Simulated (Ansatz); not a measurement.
**CuPd: biaxial strain +4.43 %, plane normal [111], relaxed out of plane**

Consider CuPd in the CsCl type structure (space group Pm-3m, No. 221; a = 2.9620 Å; relaxed with 0.1 eV smearing). Axes: x, y, z lie along the cube axes.

It is then changed as follows: tensile biaxial strain of 4.43 % in the plane normal to [111], as in epitaxy on a mismatched substrate; the out-of-plane cell vector and the atoms relax.

Computed with PBEsol (Ansatz, a quantum-chemistry and plane-wave program), no SOC. k-mesh 19×19×19 (Γ-centred); smearing 0.1 eV (Fermi–Dirac).

| quantity | base | changed | shift |
|---|---|---|---|
| volume per atom | 12.99 Å³ | 13.85 Å³ | +0.853 Å³ |
| space group | Pm-3m (No. 221) | R-3m (No. 166) | – |
| shortest interatomic distance | 2.565 Å | 2.507 Å | -0.0585 Å |
| energy relative to the base (free energy F) | 0 meV/atom | +53 meV/atom | +53 meV/atom |
| pressure (mean of the normal stresses, compression positive) | 0.0 GPa | -9.1 GPa | -9.1 GPa |
| band gap | zero | zero | – |
| out-of-plane strain | – | -2.28 % | – |
| ratio −ε⊥/ε∥ | – | 0.52 | – |
| mean in-plane stress (compression positive) | – | -13.6 GPa | – |

Final structure (turned so that z lies along the plane normal):

```xyz
2
Lattice="4.3745 0.0000 0.0000 2.1873 3.7884 0.0000 2.1873 -1.2628 1.6711" Properties=species:S:1:pos:R:3 pbc="T T T"
Cu     0.0000     0.0000     0.0000
Pd     2.1873     1.2628     0.8355
```

Cost of the whole job for the changed cell (relaxation, final SCF and bands): roughly 110 core-seconds.

Whether these cells are dynamically stable was not tested. The final runs are not spin-polarised.
